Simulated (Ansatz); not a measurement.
**Fluorite AuAl₂: cohesive energy by level of theory**

No measured value is used here.

| level (code) | value (eV/atom) | cell (Å³/atom) |
|---|---|---|
| LDA (Ansatz) | 4.61 | 17.61 |
| PBE (Ansatz) | 3.74 | 18.55 |
| PBEsol (Ansatz) | 4.24 | 18.03 |
| r²SCAN (Ansatz) | 4.02 | 18.09 |
| B3LYP (VWN-RPA form) (Ansatz) | 3.03 | 18.68 |
| HSE06 (Ansatz) | 3.72 | 18.12 |
| PBE0 (Ansatz) | 3.70 | 18.11 |
| r²SCAN0 (Ansatz) | 3.89 | 17.86 |
| r²SCANh (Ansatz) | 3.97 | 17.97 |

Free atoms are spin-polarised, in the lowest state found; at levels without +SOC their spin–orbit coupling is left out.  Density-functional levels without +SOC have no spin–orbit coupling, which shifts binding energies of heavy elements. Each level is taken at its own relaxed cell. Cutoffs and k meshes differ between the levels. Ansatz's density-functional and Hartree–Fock values are scalar-relativistic unless marked +SOC, with PAW data made under PBE.

Ansatz is a first-principles code.
